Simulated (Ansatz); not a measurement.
SiC: pressure series

Base system: SiC (space group P6_3mc, No. 186; a = 3.078 Å, c = 10.076 Å).

Cell and atoms are relaxed at each pressure.

The values are results of PBEsol in Ansatz (plane waves to 420 eV, PAW, no spin-orbit coupling), earlier PAW set, not measurements.

```csv
case,width of the top valence band,shortest interatomic distance
base,2.47 eV,1.883 Å
pressure −2 GPa,2.46 eV,1.889 Å
pressure −1 GPa,2.47 eV,1.886 Å
pressure 1.8 GPa,2.48 eV,1.878 Å
pressure 4.2 GPa,2.50 eV,1.872 Å
pressure 9 GPa,?,?
pressure 18 GPa,2.58 eV,1.840 Å
pressure 30 GPa,2.63 eV,1.816 Å
pressure 45 GPa,2.69 eV,1.791 Å
pressure 60 GPa,2.74 eV,1.769 Å
```

### Question
Some entries are withheld; estimate them.

### Answer

- pressure 9 GPa, width of the top valence band: 2.53 eV
- pressure 9 GPa, shortest interatomic distance: 1.860 Å

The levels and masses belong to the bands next to the band gap. Load acts through the strain it causes; cell and atoms are relaxed under it. Stability against distortions was not tested. No other phases were tried under pressure.

Ansatz is a program for electronic structure.
